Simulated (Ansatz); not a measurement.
LaBr3 (P6₃/m, No. 176) was calculated with r²SCAN-D4 (Ansatz, an electronic-structure program, plane waves, PAW).

Numerical settings: plane-wave cutoff 560 eV, 6×6×8 k mesh (along the axes of the cell as run), Fermi–Dirac smearing 0.01 eV, scalar-relativistic PAW data made under PBE.

Energies at three volumes about the minimum:

| V (Å³/atom) | E − E_lowest (meV/atom) |
|---|---|
| 30.689 | 1.25 |
| 31.316 | 0.00 |
| 31.942 | 1.11 |

Problem. Fit a parabola by hand: where is the minimum, and what is the bulk modulus?

Solution. Slopes: (0.00 − 1.25)/(31.316 − 30.689) = -1.994 and (1.11 − 0.00)/(31.942 − 31.316) = 1.773 meV/Å³. Curvature E″ = 2 × (1.773 − (-1.994))/(31.942 − 30.689) = 6.013 meV/Å⁶. From the middle of the first interval, the slope vanishes at V0 = 31.0025 − (-1.994)/6.013 = 31.334 Å³/atom. B = V0 E″ = 31.334 × 6.013 meV/Å³ × 0.1602 GPa per meV/Å³ = 30.2 GPa. The full Birch–Murnaghan fit to all volumes gives V0 = 31.318 Å³/atom and B0 = 30.0 GPa.

Shape and atoms are relaxed at each volume.

Note: the bulk modulus comes from volumes at which shape and atoms were relaxed.
